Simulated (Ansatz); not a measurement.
Al2Cu (P4/mmm, No. 123, 3 atoms in the cell; start mp-12794; a measured phase of this formula has another space group)

These are LDA (PAW; Ansatz, a quantum-chemistry and plane-wave program) values and carry that method's errors.

Numerical settings: plane-wave cutoff 500 eV, 14×14×20 k mesh (along the axes of the cell as run), Fermi–Dirac smearing 0.1 eV, no spin polarisation, scalar-relativistic PAW data made under PBE.

Cell (relaxed at this level):

```cif
data_Al2Cu
_chemical_formula_sum 'Al2 Cu1'
_space_group_name_H-M_alt 'P 1'
_space_group_IT_number 1
_cell_length_a 4.05163
_cell_length_b 4.05163
_cell_length_c 2.80983
_cell_angle_alpha 90.000
_cell_angle_beta 90.000
_cell_angle_gamma 90.000
loop_
_space_group_symop_operation_xyz
  'x, y, z'
loop_
_atom_site_label
_atom_site_type_symbol
_atom_site_fract_x
_atom_site_fract_y
_atom_site_fract_z
_atom_site_occupancy
Al1 Al 0.50000 0.00000 0.50000 1
Al2 Al 0.00000 0.50000 0.50000 1
Cu1 Cu 0.00000 0.00000 0.00000 1
```

```yaml
band_gap: none
```

Note: the relaxation could not lower the start's symmetry, so the cell can be a saddle point above a distorted one.

Static lattice: no zero-point or thermal effects.

It cost roughly 2.4 core-minutes of CPU time.

A start named mp-… is a Materials Project structure, which need not be a measured phase.
